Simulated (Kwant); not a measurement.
Model system: wire with a row of barriers in a GaAs two-dimensional gas. Effective mass 0.067 mₑ, grid spacing 10 nm, hard walls, nominal width 200 nm (19 grid rows, so walls 200 nm apart), one parabolic valley, scattering region 1000 nm long along x; energies count from the band bottom; Fermi energy swept from 0.00011225 to 0.0013329 eV. 4 barrier(s) across the wire, height 0.0031 eV, thickness 20 nm (about 2 grid columns), spaced by 80 nm.

The device is made up for the run: typed textbook-type constants, with dimensions and the other settings drawn at random.

Kwant, effective-mass tight-binding model on a square grid, one spin, coherent transport at 0 K. Conductance is in e²/h.

### Question
How many channels do the leads carry at E = 0.734, 0.926, 0.995 meV?

### Answer
The hard-wall thresholds are n² ħ²π²/(2mW²) = n² × 0.140 meV with W = 200 nm. √(0.734/0.140) = 2.29, so 2. √(0.926/0.140) = 2.57, so 2. √(0.995/0.140) = 2.66, so 2.
